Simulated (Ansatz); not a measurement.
A calculation on WSeS (P-3m1, No. 164, 6 atoms in the cell; start mp-1216174) returned lattice constant a 3.187 Å, lattice parameter c 12.502 Å, cohesive energy 6.63 eV/atom, band gap 0.68 eV.

Task: Which level of theory produced these numbers?
A. LDA (Ansatz, a program for electronic structure)
B. r²SCAN (Ansatz)
C. r²SCAN+rVV10 (Ansatz)
D. PBEsol (Ansatz)

Result: A, LDA (Ansatz)

The others give: r²SCAN 3.247 Å, 13.404 Å, 5.23 eV/atom, 1.21 eV; PBEsol 3.207 Å, 12.970 Å, 5.93 eV/atom, 0.91 eV; r²SCAN+rVV10 3.234 Å, 12.831 Å, 5.48 eV/atom, 0.98 eV.

Unless a cell is named, each level is at its own relaxed cell (LDA 18.33, PBEsol 19.26, r²SCAN 20.40, r²SCAN+rVV10 19.36 Å³/atom).

Spin–orbit coupling is included only where a level's name says +SOC; with heavier elements it mostly lowers gaps and can invert bands. Density-functional gaps are differences of (generalised) Kohn–Sham levels.

The crystal itself was run without spin with r²SCAN, PBEsol, r²SCAN+rVV10, LDA; a magnetic state was not tried in these runs.

Caveats: the relaxation could not lower the start's symmetry, so the cell can be a saddle point above a distorted one (r²SCAN, PBEsol, r²SCAN+rVV10, LDA). Ansatz's density-functional and Hartree–Fock values are scalar-relativistic unless marked +SOC, with PAW data made under PBE.

A start named mp-… is a Materials Project structure, which need not be a measured phase.
